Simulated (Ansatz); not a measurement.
Base system: AgCl in the CsCl type structure (space group Pm-3m, No. 221; a = 3.395 Å; a model cell, its experimental status unchecked). Axes: x, y, z lie along the cube axes.

Computed with DFT with r2SCAN, PAW potentials and a 500 eV plane-wave cutoff in Ansatz (an electronic-structure program), no spin-orbit coupling.

One thing is altered: the cell is stretched by 0.53 % along y with no lateral relaxation; the atoms relax in the strained cell.

Q: Predict the stress tensor and what it implies for the stiffness.

A: Stress of the strained cell less that of the base (GPa, compression positive):
```
  -0.19    0.00    0.00
   0.00   -0.50    0.00
   0.00    0.00   -0.19
```

Then −Δσ_ii/ε with ε = 0.0053 gives relaxed-ion elastic constants: C22 ≈ 95 GPa.

Stability against distortions was not tested. This is not the structure that AgCl has at room temperature and ambient pressure.
